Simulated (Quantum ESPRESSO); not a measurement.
Troubleshooting Quantum ESPRESSO: a failed run on Ga2O3 (C2/m, 10 atoms in the cell). The aim is a self-consistent single point with DFT, PBE, plane waves, GBRV 1.5 ultrasoft (PBE) pseudopotentials.

Cell that was meant: a = 6.2189 Å, b = 6.2189 Å, c = 5.7185 Å, α = 103.35°, β = 103.35°, γ = 27.87°.

Part of the input:

```fortran
&control
   calculation = 'SCF-run',
   prefix = 'pwscf',
   outdir = './work',
   pseudo_dir = './',
```

The program printed (abridged):

```
     This program is part of the open-source Quantum ESPRESSO suite
     for quantum simulation of materials; please cite

 %%%%%%%%%%%%%%%%%%%%%%%%%%%%%%%%%%%%%%%%%%%%%%%%%%%%%%%%%%%%%%%%%%%%%%%%%%%%%%
     Error in routine  control_checkin (1):
      calculation "SCF-run" not allowed
 %%%%%%%%%%%%%%%%%%%%%%%%%%%%%%%%%%%%%%%%%%%%%%%%%%%%%%%%%%%%%%%%%%%%%%%%%%%%%%

     stopping ...
```

Question: From the messages shown, name the fault and mend the input.

Answer: The fault is a value that the program does not know. The key takes a closed list of words, and names differ between codes. To fix it, use one of the words that the key accepts. The program stopped before any SCF iteration.

The sound input it was made from differs as follows (other fixes are possible):
```diff
-   calculation = 'SCF-run',
+   calculation = 'scf',
```

With that input, the run converged in 12 iterations: free energy E − TS -25246.6963 eV; top of the valence band (on the code's own zero) 9.85 eV; gap on the k-point mesh 2.82 eV; pressure 19.36 GPa; largest force (vector length) 0.483 eV/Å (DFT, PBE, plane waves, GBRV 1.5 ultrasoft (PBE) pseudopotentials).

On the sound input: the starting cell comes from a database of computed structures (which also holds hypothetical and non-ambient phases and stackings), without a prior relaxation at this level. Its lattice was rescaled by a random factor within 2.5 % of one. With a pressure of about 19 GPa the cell is away from its equilibrium volume at this level.
